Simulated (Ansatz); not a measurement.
Results of PBE-D3(BJ) in Ansatz (plane waves, PAW) for CsCl-type AuZn (cubic form, which distorts at low temperature).

Run with plane-wave cutoff 520 eV, 18×18×18 k mesh, Fermi–Dirac smearing 0.05 eV, scalar-relativistic PAW data made under PBE.

The volume scan:

```csv
V (Å³/atom),E − E_lowest (meV/atom),P (GPa)
14.544,26.89,9.94
14.853,11.40,6.19
15.163,2.71,2.89
15.472,0.00,-0.02
15.781,2.56,-2.57
16.091,9.73,-4.81
16.400,20.97,-6.78
```

Q: Estimate the bulk modulus from the pressures at 15.163 and 15.781 Å³/atom, and compare it with a fit to all energies.

A: B = −V dP/dV. Between V = 15.163 and 15.781 Å³/atom, dP/dV = (-2.57 − (2.89))/(15.781 − 15.163) = -8.83 GPa per Å³/atom; at the midpoint 15.472 Å³/atom this gives B ≈ 137 GPa. The third-order Birch–Murnaghan fit gives V0 = 15.470 Å³/atom, B0 = 136 GPa, B′ = 5.4, which lies within 1 % of that estimate.

Measured, for comparison: bulk modulus 131 GPa (temperature not stated, not corrected to a static lattice; as tabulated in Nepal et al. (2020), arXiv:2007.11150). Computed (rounded) less measured: bulk modulus +4 %. A static lattice is as a rule a little smaller and stiffer than an uncorrected measurement, which narrows the difference in the bulk modulus and would widen misses of the other sign.

Note: symmetry holds this phase in the static calculation, where it need not be a minimum.

Spin–orbit coupling is not included; it can shift volumes and moduli of such heavy elements.

Static lattice: no zero-point or thermal effects.

Ansatz is a program for electronic structure.
